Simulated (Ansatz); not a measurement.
## BaTiO3: Ti → Re

Consider BaTiO₃ in the cubic perovskite structure (space group Pm-3m, No. 221; a = 3.970 Å).

One thing is altered: full substitution Ti → Re; the structure is relaxed again.

The values are results of DFT with PBEsol, PAW potentials and a 420 eV plane-wave cutoff in Ansatz (a quantum-chemistry and plane-wave program), no spin-orbit coupling, not measurements. Settings: 12×12×12 k-points, 0.05 eV Fermi–Dirac smearing, for the changed cell.

```
quantity                                  base          changed        shift
-----------------------------  ---------------  ---------------  -----------
volume per atom                       12.51 Å³         12.72 Å³     +0.21 Å³
density                             6.19 g/cm³       9.70 g/cm³  +3.51 g/cm³
lattice parameter a                    3.970 Å          3.992 Å     +0.022 Å
space group                    Pm-3m (No. 221)  Pm-3m (No. 221)            –
shortest interatomic distance          1.985 Å          1.996 Å     +0.011 Å
band gap                               1.82 eV             zero            –
```

Cost of the whole job for the changed cell (relaxation, final SCF and bands): very roughly 60 core-seconds.

Whether these cells are dynamically stable was not tested. For BaReO3 in this form, whether it has been made was not checked. No Hubbard U is applied, and correlation can decide whether such a compound is a metal. All final runs are without spin polarisation. An odd electron count without spin: BaReO3. Many cubic perovskites are stable only at high temperature; tilts and polar distortions were not tested. This is not the structure that BaTiO3 has at room temperature and ambient pressure.
